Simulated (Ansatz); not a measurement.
Base system: TiAl (space group P4/mmm, No. 123; a = 2.796 Å, c = 4.038 Å; relaxed with 0.1 eV smearing).

The change: an isotropic linear strain of −4.85 %; the atoms relax in the strained cell.

Levels (all Ansatz, an electronic-structure program, PAW, earlier PAW set): PBEsol (420 eV, no spin-orbit coupling); r2SCAN (500 eV, without spin-orbit coupling).

The geometry is relaxed with PBEsol.

* **PBEsol pressure**: 23.8 GPa

Q: Predict the pressure from r2SCAN.

A: The pressure increases by 3.8 GPa (23.8 GPa → 27.6 GPa).

Single points use the geometry relaxed with PBEsol. Their cutoffs differ, which shifts pressures a little. Whether these cells are dynamically stable was not tested. The final runs are not spin-polarised.
